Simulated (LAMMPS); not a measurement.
LAMMPS 22 Jul 2025, classical MD, Vashishta (SiC.vashishta): SiC, 2744 atoms.

| Quantity | Value |
|---|---|
| task | MD, nve |
| potential | Vashishta, SiC.vashishta |
| copies of the repeat unit | 7×7×7 |
| shape (slab and sphere leave vacuum in the box) | bulk |
| steps | 2000 |
| timestep | 1 fs |
| thermo | 50 |
| newton | on (default) |
| atom_modify sort (bins of 2 Å where set) | 1000 (default) |
| comm_style | brick (default) |
| box | 30.5 × 30.5 × 30.5 Å |
| start | generated zinc blende lattice, warmed in an untimed run |

All runs start from one configuration, warmed at this fixed volume for 1000 steps under a thermostat at 100 K. The run at a skin of 2 Å has a mean temperature of 102 K and a mean pressure of 0.3 GPa.

Each setting ran once; only counts and results are compared.

With neigh_modify every 1 delay 0 check yes, skins of 0.1, 0.3, 0.5, 1, 1.5, 2, 3 Å were run. Further schedules:
- skin 2 Å, every 100 delay 0 check no
- skin 1 Å, every 10 delay 0 check yes
- skin 0.3 Å, every 1 delay 10 check yes
- skin 2 Å, every 20 delay 0 check no
- skin 0.3 Å, every 10 delay 0 check yes
- skin 1 Å, every 1 delay 10 check yes
- skin 1 Å, every 100 delay 0 check no

A schedule rebuilds too seldom if it shows a dangerous build, rebuilds less often than the check at every step does at that skin, or fails.

### Question
Name the settings that rebuild less often than the motion of the atoms asks.

### Answer
With the check at every step the rebuilds are 397 at 0.1 Å, 91 at 0.3 Å, 0 at 0.5 Å, 0 at 1 Å, 0 at 1.5 Å, 0 at 2 Å, 0 at 3 Å. Too seldom: skin 0.3 Å, every 10 delay 0 check yes.

| setting | rebuilds | dangerous builds | list entries an atom | change of the total energy (meV/atom) |
|---|---|---|---|---|
| skin 0.1 Å, every 1 delay 0 check yes | 397 | — | 158 | under 0.001 |
| skin 0.3 Å, every 1 delay 0 check yes | 91 | — | 166 | under 0.001 |
| skin 0.5 Å, every 1 delay 0 check yes | 0 | — | 189 | under 0.001 |
| skin 1 Å, every 1 delay 0 check yes | 0 | — | 248 | under 0.001 |
| skin 1.5 Å, every 1 delay 0 check yes | 0 | — | 280 | under 0.001 |
| skin 2 Å, every 1 delay 0 check yes | 0 | — | 328 | under 0.001 |
| skin 3 Å, every 1 delay 0 check yes | 0 | — | 442 | under 0.001 |
| skin 2 Å, every 100 delay 0 check no | 20 | not counted | 328 | under 0.001 |
| skin 1 Å, every 10 delay 0 check yes | 0 | 0 | 248 | under 0.001 |
| skin 0.3 Å, every 1 delay 10 check yes | 91 | 0 | 166 | under 0.001 |
| skin 2 Å, every 20 delay 0 check no | 100 | not counted | 328 | under 0.001 |
| skin 0.3 Å, every 10 delay 0 check yes | 76 | 0 | 166 | under 0.001 |
| skin 1 Å, every 1 delay 10 check yes | 0 | 0 | 248 | under 0.001 |
| skin 1 Å, every 100 delay 0 check no | 20 | not counted | 248 | under 0.001 |

Where the energy changes as in the checked runs, the late rebuilds cost nothing that shows in this run. List entries are as LAMMPS prints them (Ave neighs/atom).
